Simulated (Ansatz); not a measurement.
The starting structures come from a database of crystals and need not be the phases stable at ambient conditions.

 Where the default PAW files enter, the runs use the earlier of Ansatz's two default sets.

By PBEsol, the system below comes out a metal.

Without scattering a metal conducts by its projected Fermi surface.

Consider the following.

```yaml
crystal:
  lattice:
    - [5.71679, 0.00000, 0.00000]
    - [2.85840, 11.86130, -0.08731]
    - [2.85840, -0.21757, 1.63589]
  atoms:
    - { symbol: Ta, position: [0.75000, 0.25000, 0.25000] }
    - { symbol: Ta, position: [0.25000, 0.75000, 0.75000] }
    - { symbol: S, position: [0.55001, 0.11666, 0.11666] }
    - { symbol: S, position: [0.44999, 0.88334, 0.88334] }
    - { symbol: S, position: [0.71668, 0.61666, 0.61666] }
    - { symbol: S, position: [0.28332, 0.38334, 0.38334] }
```

Space group of this cell: P6_3/mmc. The cell was relaxed by PBE-D3(BJ); by PBEsol its mean pressure is -1.0 GPa.

The current flows along the normal of the first two printed cell vectors, the (111) plane of the conventional cell. No spin-orbit coupling; the value is a mean over 0.1 eV about the Fermi level.

Compute, with PBEsol run with Ansatz (a first-principles code), the ballistic conductance per area.

0.58 × 10¹⁵ S/m² for both spins.
